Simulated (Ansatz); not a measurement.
## How the elastic constant C44 of L1₀ (CuAu-type) CuAu moves with the method

No measured value is used here.

```
level (code)         value (GPa)  cell (Å³/atom)
-------------------  -----------  --------------
LDA (Ansatz)                 ___           13.78
PBE (Ansatz)                 ___           15.00
PBEsol (Ansatz)             71.7           14.21
PBE-D3(BJ) (Ansatz)         74.9           14.33
r²SCAN (Ansatz)             65.5           14.53
HSE06 (Ansatz)              77.1           14.80
```

**Question.** Fill in the missing entries.

**Answer.** 
- LDA (Ansatz, an electronic-structure program), value (GPa): 76.3
- PBE (Ansatz), value (GPa): 58.9

Density-functional levels without +SOC have no spin–orbit coupling. PBE-D3(BJ): the dispersion coefficients are held fixed in the derivatives. HSE06: hybrids on metals are sensitive to the k mesh. HSE06: the run warned that the count of filled bands differs between k points. Each level is taken at its own relaxed cell. Cutoffs and k meshes differ between the levels. Ansatz's density-functional and Hartree–Fock values are scalar-relativistic unless marked +SOC, with PAW data made under PBE.
